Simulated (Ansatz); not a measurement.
**Pressure series in C**

Base system: C (space group I4/mmm, No. 139; a model cell, its experimental status unchecked).

```
CELL_PARAMETERS angstrom
     -2.17820     2.17820     1.24946
      2.17820    -2.17820     1.24946
      2.17820     2.17820    -1.24946
ATOMIC_POSITIONS crystal
  C  0.18031 0.18031 0.36062
  C  0.18031 0.81969 0.00000
  C  0.81969 0.18031 0.00000
  C  0.81969 0.81969 0.63938
```

Cell and atoms are relaxed at each pressure.

Levels (all Ansatz, an electronic-structure program, PAW): PBEsol (420 eV, spin-orbit coupling left out); HSE06 (420 eV, no spin-orbit coupling).

Band gaps by level, all at the geometries relaxed with PBEsol:

| case | PBEsol | HSE06 |
|---|---|---|
| base | 2.27 eV | 3.50 eV |
| pressure 0.3 GPa | 2.27 eV | 3.50 eV |
| pressure 0.7 GPa | 2.26 eV | 3.50 eV |
| pressure 1.5 GPa | 2.26 eV | 3.50 eV |
| pressure 3 GPa | 2.25 eV | 3.49 eV |
| pressure 5 GPa | 2.24 eV | 3.48 eV |
| pressure 7.5 GPa | 2.23 eV | 3.47 eV |
| pressure 10 GPa | 2.22 eV | 3.45 eV |

Single points use the geometry relaxed with PBEsol. HSE06 gaps are upper bounds (no full band path). Load acts through the strain it causes; cell and atoms are relaxed under it. Stability against distortions was not tested. No other phases were tried under pressure. This is not the structure that C has at room temperature and ambient pressure.
